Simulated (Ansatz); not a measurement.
Cell and atoms of amorphous Zr$_{20}$O$_{43}$La$_{2}$:

```xyz
65
Lattice="9.7838 0.1615 -0.1046 0.1615 9.3006 0.2197 -0.1046 0.2197 9.4021" Properties=species:S:1:pos:R:3 pbc="T T T"
Zr     5.4536     3.5093     3.6410
Zr     9.7013     6.8507     8.3124
Zr     6.9153     4.4724     6.9898
Zr     4.4080     0.3380     1.6075
Zr     6.1336     7.8554     8.7728
Zr     3.7186     7.0484     3.9525
Zr     3.0666     4.5908     6.0564
Zr     3.1046     6.9052     0.5198
Zr     1.5969     8.1661     6.1299
Zr     0.6314     3.5024     8.0291
Zr     2.3390     1.6368     4.6093
Zr     7.7934     9.4592     2.8114
Zr     0.3612     6.8125     2.7460
Zr     8.2575     3.5141     0.9490
Zr     2.0320     3.9885     2.1134
Zr     5.2737     0.5048     5.0601
Zr     4.5206     4.1500     9.3458
Zr     2.8187     0.8983     8.1605
Zr     0.5979     1.0013     1.1550
Zr     7.5005     7.3601     5.4265
O      3.0467     6.6577     5.9111
O      2.4165     2.8339     7.1414
O      6.6212     6.5154     7.2249
O      8.2020     8.0864     8.8636
O      3.7535     9.4151     3.8760
O      8.8076     5.0619     8.6945
O      0.6786     0.8246     5.4405
O      8.7555     1.9408     2.5226
O      6.2632     9.2804     7.1881
O      9.7842     4.9074     2.5453
O      9.5679     8.8446     1.9122
O      5.5694     7.7772     4.7729
O      4.2641     8.6699     8.9802
O      1.1586     5.1971     7.0712
O      8.8082     3.1597     6.8190
O      6.6579     3.1804     5.3650
O      5.7777     1.3428     3.0056
O      5.0291     6.0114     0.0901
O      2.4993     5.9473     2.5656
O      1.8073     1.9110     2.6303
O      2.5275     9.2099     1.0325
O      0.8109     1.2917     8.4242
O      0.6984     3.1291     0.7148
O      4.2291     2.3571     5.0150
O      7.0774     4.0215     2.5787
O      8.0325     5.4226     5.4328
O      4.7407     4.3552     7.2614
O      6.5518     3.8834     9.0558
O      6.4609     8.9221     1.2977
O      0.9104     6.6423     0.7981
O      4.0436     2.0188     9.3890
O      7.5555     9.5339     4.9261
O      3.1417     0.2213     6.1977
O      1.8201     7.8341     8.1448
O      8.2689     7.4288     3.4993
O      4.1219     3.5506     2.0464
O      1.5637     7.6952     4.1231
O      8.4726     1.7239     0.0358
O      4.4490     5.1253     4.4148
O      4.3080     7.6239     2.0838
O      1.8970     3.7091     4.4906
O      2.7273     4.7386     0.1495
O      9.3619     7.8941     6.4590
La     8.3642     0.8524     7.2244
La     8.9378     3.5470     4.3514
```

These are PBE, scalar-relativistic without spin-orbit coupling (plane waves to 420 eV, PAW; Ansatz, an electronic-structure program) values and carry that method's errors.

The cell was made by melting and quenching with the CHGNet potential and then relaxed with DFT. O atoms were pushed apart under 1.9 Å during the dynamics, to hinder bonds among them. The hot cell started wider than the set density and was brought back towards it in steps. It is the lowest in DFT energy of 2 quenches. It is a model cell: composition and starting density were chosen by hand, and all elements were melted together. No dispersion term was used. Its density started from a set value of 5.43 and ended at 5.42 g/cm³. The quench (nominally 300 K/ps over its main leg) was far faster than any real one, so the model tends to hold more defects than a real film. Values belong to this one cell and scatter from quench to quench. Volume and shape were free in the relaxation.

Neighbours within Zr-Zr 3.41 Å, Zr-O 2.76 Å, Zr-La 3.69 Å, O-O 1.58 Å, O-La 3.00 Å, La-La 3.96 Å count as bonded. Two cations that share two anions don't count as bonded, nor two that share one unless they lie closer than Zr-Zr 3.32 Å, Zr-La 3.58 Å, La-La 3.85 Å.

Question: Give the coordination numbers, mean bond lengths and angles.

Answer: 
- Mean coordination of Zr by anions = 6.55 (10 with 6, 9 with 7, 1 with 8)
- Mean coordination of O = 3.40 (26 with 3, 17 with 4)
- Mean coordination of La by anions = 7.50 (1 with 7, 1 with 8)
- Mean Zr-O bond = 2.171 Å (spread 0.131 Å, 131 counted)
- Mean O-La bond = 2.545 Å (spread 0.141 Å, 15 counted)
- Bond angle at Zr = mean 101.9°, spread 29.3°
- Bond angle at O = mean 112.0°, spread 17.6°
- Bond angle at La = mean 99.6°, spread 31.8°

Question: List the pairs of like atoms that count as bonded by the rules above.

Answer: There are none by these rules.
